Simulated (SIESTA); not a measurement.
Band structure of GaNi (Pm-3m, 2 atoms in the cell).

```
GaNi
1.0
    2.88600     0.00000     0.00000
    0.00000     2.88600     0.00000
    0.00000     0.00000     2.88600
Ni Ga
1 1
Direct
  0.50000   0.50000   0.50000
  0.00000   0.00000   0.00000
```
Moments meant for the start (each program seeds them in its own way; μB, in the order of the atoms Ni Ga): 2.0 0.0.

Method: GGA PBEsol, numerical atomic orbitals DZP, PseudoDojo PBEsol standard norm-conserving potentials (rewritten from UPF to PSML) in SIESTA 5.4.2.

Settings: XC.functional = GGA; XC.authors = PBEsol; potentials = PseudoDojo PBEsol standard; PAO.BasisSize = DZP; PAO.EnergyShift = 0.005 Ry; MeshCutoff = 300 Ry; kgrid.MonkhorstPack = 9 9 9; OccupationFunction = MP; OccupationMPOrder = 1; ElectronicTemperature = 1578.21 K; Spin = polarized; DM.InitSpin = [1 +2.00, 2 +0.00]; MaxSCFIterations = 150; SCF.Mixer.Method = Pulay.

The starting cell comes from a database of published, mostly measured structures (it also holds non-ambient and calculated ones), without a prior relaxation at this level. The starting moments vanished: the run ended non-magnetic, which need not be the lowest state. Values carry the incompleteness of an atom-centred basis.

Levels in eV from the Fermi level, bands 12 to 17 of the first spin channel:
| point | 12 | 13 | 14 | 15 | 16 | 17 |
|---|---|---|---|---|---|---|
| Γ | -2.83 | -1.37 | -1.37 | -1.37 | 4.92 | 4.92 |
| X | -2.58 | -2.24 | -2.24 | -1.38 | -0.58 | 10.15 |
| M | -3.44 | -2.81 | -1.72 | -1.72 | -0.90 | 1.44 |
| R | -4.32 | -0.87 | -0.87 | 0.53 | 3.60 | 3.60 |

Bands cross the Fermi level along this path, so the cell is metallic at this level.

Higher empty bands are left out: an atom-centred basis made for the valence describes them poorly.

The net moment of the cell came out as 0.00 μB.
